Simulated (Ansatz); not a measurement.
**A computed series for ZrGeS: response to strain**

Start from ZrGeS (space group P4/nmm, No. 129; a = 3.6019 Å, c = 7.9879 Å). Axes: x, y, z lie along a, b, c of the conventional cell.

Strains are applied to the cell and any free atomic positions relax.

The values are results of PBEsol (Ansatz, an electronic-structure program), no SOC, not measurements.

Notes on the quantities. energy relative to the base: free energy F.

```json
[
 {"change": "base", "energy relative to the base": "0 meV/atom", "shortest interatomic distance": "2.547 Å"},
 {"change": "isotropic strain −4.96 %", "energy relative to the base": "+187 meV/atom", "shortest interatomic distance": "2.421 Å"},
 {"change": "isotropic strain −1.53 %", "energy relative to the base": "+16 meV/atom", "shortest interatomic distance": "2.508 Å"},
 {"change": "uniaxial strain ε_yy = −2.00 %", "energy relative to the base": "+5.4 meV/atom", "shortest interatomic distance": "2.522 Å"},
 {"change": "uniaxial strain ε_yy = +0.63 %", "energy relative to the base": "+0.5 meV/atom", "shortest interatomic distance": "2.555 Å"}
]
```

Without a gap, meshes like the base's 13×13×6 leave anisotropic stresses uncertain by several tenths of a GPa, and small strain energies with them. No phonon test of stability was made. The final runs are not spin-polarised.
